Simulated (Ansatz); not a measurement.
Consider HfB$_{2}$ (space group P6/mmm, No. 191; relaxed with 0.1 eV smearing).

```xyz
3
Lattice="3.1278 0.0000 0.0000 -1.5639 2.7088 0.0000 0.0000 0.0000 3.4461" Properties=species:S:1:pos:R:3 pbc="T T T"
Hf     0.0000     0.0000     0.0000
B      1.5639     0.9029     1.7230
B      0.0000     1.8058     1.7230
```

Cartesian axes are those of the cell as printed.

Level of theory: PBEsol in Ansatz (plane waves to 420 eV, PAW, no SOC).

For the base:

The pressure is 0.0 GPa and the shortest interatomic distance comes out as 1.806 Å.

Modification: tensor shear ε_xz = +2.00 % (engineering shear γ = 0.0400), atoms relaxed at fixed cell.

**Question.** Estimate the effect on the energy relative to the base, pressure and shortest interatomic distance.

**Answer.** The energy goes up by 13 meV/atom; the pressure (mean of the normal stresses, compression positive) goes from zero to 0.5 GPa; the shortest interatomic distance remains 1.806 Å.

The cells carry an imposed strain or load. Stability against distortions was not tested. All final runs are without spin polarisation.

Ansatz is an electronic-structure program.
